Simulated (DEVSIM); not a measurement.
Device: abrupt Si p-n junction, at 250 K.

Layer 1 from the left is Si, thickness (μm) 2.10, Na (cm⁻³) 5.4e17, τn (s) 2.6e-7, τp (s) 2.6e-7. Layer 2 from the left is Si, thickness (μm) 280, Nd (cm⁻³) 2e15, τn (s) 2.6e-7, τp (s) 2.6e-7.

Left contact: ohmic. Right contact: ohmic. Voltage is applied to the left contact. Recombination: SRH at mid-gap, radiative. Mobility is μmin + (μ − μmin)/(1 + (N/Nref)^α).

Constants are typed, rounded textbook-type inputs, not results; the design itself was drawn at random and stands for no fabricated device. Values at 300 K; Nc and Nv go as T^1.5, mobilities as T to minus their exponent, the gap by Varshni's rule with the affinity fixed.

Si: gap (eV) 1.124, affinity (eV) 4.05, permittivity 11.7, Nc (cm⁻³) 2.86e19, Nv (cm⁻³) 3.1e19, μn (cm²/Vs) 1417, μp (cm²/Vs) 470, μn,min 52, μp,min 45, Nref,n 9.7e16, Nref,p 2.2e17, αn 0.68, αp 0.72, T exponent of μn 2.3, T exponent of μp 2.2, B (cm³/s) 4.7e-15, Varshni α (eV/K) 0.000473, Varshni β (K) 636.

Q: Estimate by hand the built-in potential, the peak field at zero bias, the capacitance at -0.6 V, and compare with a numerical solution.

A: 
- Built-in potential: ni = √(Nc Nv) exp(−Eg/2kT) = 8.01e7 cm⁻³ with Eg = 1.136 eV; Vbi = kT/q ln(Na Nd/ni²) = 0.855 V; numerical 0.855 V.
- Peak field at zero bias: depletion approximation: W = √(2εVbi/(qN)) = 0.745 μm with N = 1.99e15 cm⁻³; field = 2Vbi/W = 22900 V/cm; numerical 40700 V/cm (estimate below by 44 %).
- Capacitance at -0.6 V: C = √(qεN / 2(Vbi + |V|)) = 10.7 nF/cm²; numerical 10.9 nF/cm² (estimate below by 2.4 %).

DEVSIM, 1D drift-diffusion, Boltzmann statistics, complete ionisation; no tunnelling, impact ionisation, image-force lowering or self-heating.
